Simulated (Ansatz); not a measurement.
The structure below was relaxed with plane-wave PAW DFT at the PBEsol level (Ansatz, a program for electronic structure, 420 eV), no spin-orbit coupling, at pressure 1.8 GPa.

```
BeBr2
1.0
    0.00000     3.16345     3.16345
    3.16345     0.00000     3.16345
    3.16345     3.16345     0.00000
Be Br
1 2
Direct
  0.00000   0.00000   0.00000
  0.25000   0.25000   0.25000
  0.75000   0.75000   0.75000
```

Q: Find the space group and the Wyckoff positions.

A: Space group Fm-3m (No. 225); a = 6.327 Å, b = 6.327 Å, c = 6.327 Å, α = 90.00°, β = 90.00°, γ = 90.00°

| atom | site | symmetry | x | y | z |
|---|---|---|---|---|---|
| Be | 4a | m-3m | 0.0000 | 0.0000 | 0.0000 |
| Br | 8c | -43m | 0.2500 | 0.2500 | 0.2500 |

Q: Describe the coordination.

A: The crystal has 12 atoms in its conventional cell. Lattice parameters: a = 6.3269 Å, b = 6.3269 Å, c = 6.3269 Å, α = 90.00°, β = 90.00°, γ = 90.00°. Be sees 8 Br at 2.740 Å (cubic). Br sees 4 Be at 2.740 Å and 6 Br at 3.163 Å. (Neighbours: up to the widest gap in distance over summed covalent radii, below 1.35, at either atom; cation-cation and far metal-metal contacts left out.)

Load acts through the strain it causes; cell and atoms are relaxed under it. Stability against distortions was not tested. The cell was made from BeBr₂ (space group Fm-3m, No. 225; a hypothetical phase, not in the database extracts checked) by this change: pressure 1.8 GPa.
